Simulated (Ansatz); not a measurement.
Defect migration in anatase TiO2: interstitial O, neutral cell. The step: several atoms move together, O the farthest; the atom moves 1.88 Å along (-0.31, -0.31, 0.09) of the unit cell; the moving atom starts with neighbours O at 1.45; 3 Ti at 2.14 Å and ends with O at 1.45; 2 Ti at 2.14, Ti at 2.15 Å. A PBE band in Ansatz (plane-wave PAW, the Γ point alone, 108 host sites, 98 SCF runs with any check of the saddle's order, static, no finite-size correction) gives a forward barrier of 1.10 eV. The check of the saddle point's order was inconclusive, and it lies on a symmetry element of the cell, where a band can be held. The charge state is imposed; whether it is stable for some Fermi level was not computed. Sites that were not tried may lie lower.

Single points at the band's start and saddle point can refine it. Rough cost of one point, in units of the band's mean SCF on the same machine:

| Level | Cost of one point |
|---|---|
| PBE, a 2×2×2 k-point mesh shifted by half a step | about 8 |
| r2SCAN at 500 eV, the Γ point alone | about 2 |

Q: Which of these move the barrier by more than 0.1 eV, and how far does each move it?

A: PBE, a 2×2×2 k-point mesh shifted by half a step: +0.02 eV; r2SCAN at 500 eV, the Γ point alone: +0.14 eV. Each functional is compared with PBE at the same k-points.

Ansatz is an electronic-structure program.
